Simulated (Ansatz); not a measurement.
Hypothetical fluorite TaGe2 under a change: Ta → Ti

Base system: TaGe$_{2}$ in the fluorite structure (space group Fm-3m, No. 225; a = 6.1896 Å; a hypothetical phase, not in the database extracts checked).

One thing is altered: every Ta is replaced by Ti, then cell and atoms are relaxed.

The values are results of PBEsol (Ansatz, a program for electronic structure), no spin-orbit coupling, earlier PAW set, not measurements. Γ-centred 13×13×13 mesh, Fermi–Dirac width 0.05 eV.

```csv
quantity,base,changed,shift
volume per atom,19.76 Å³,18.86 Å³,-0.90 Å³
density,9.14 g/cm³,5.67 g/cm³,-3.47 g/cm³
lattice parameter a,6.190 Å,6.094 Å,-0.0951 Å
band gap,zero,zero,–
```

Final structure:

```
CELL_PARAMETERS angstrom
      0.00000     3.04722     3.04722
      3.04722     0.00000     3.04722
      3.04722     3.04722     0.00000
ATOMIC_POSITIONS crystal
  Ti 0.00000 0.00000 0.00000
  Ge 0.25000 0.25000 0.25000
  Ge 0.75000 0.75000 0.75000
```

Whether these cells are dynamically stable was not tested. As relaxed here, TiGe2 is a hypothetical phase, not in the database extracts checked. All final runs are without spin polarisation. An odd electron count without spin: TaGe2. TiGe2 and TaGe2 have a high density of states at the Fermi level and may be magnetic at this level.
